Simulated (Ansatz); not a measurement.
Response to strain in CrCuO2

The parent structure is CrCuO$_{2}$ (space group R-3m, No. 166; a = 2.964 Å, c = 16.920 Å (hexagonal axes); ferromagnetic). Axes: x lies along a and z along c of the hexagonal cell.

Strains are applied to the cell and any free atomic positions relax; under stress the whole cell relaxes.

All numbers come from PBEsol in Ansatz (plane waves to 420 eV, PAW, without spin-orbit coupling).

Candidates:
(a) isotropic strain −0.90 %
(b) uniaxial stress, 2 GPa compression along x
(c) strain tensor (xx, yy, zz, yz, xz, xy) = (+1.61, +1.09, −1.24, −0.65, +0.23, +1.30) %

Base values:

```
Quantity    Value
--------  -------
Band gap  0.92 eV
```

Order them by band gap, highest first.

(c) strain tensor (xx, yy, zz, yz, xz, xy) = (+1.61, +1.09, −1.24, −0.65, +0.23, +1.30) % (0.97 eV), (b) uniaxial stress, 2 GPa compression along x (0.87 eV), (a) isotropic strain −0.90 % (0.81 eV)

Stability under load was not tested beyond the relaxation. No Hubbard U is applied and the magnetic state is the run's own (CrCuO2 ferromagnetic); small cells can't hold the antiferromagnetic order that many such compounds have, so gaps and moments can be off. A gap here joins edges of opposite spin (a spin-flip gap).

Ansatz is a quantum-chemistry and plane-wave program.
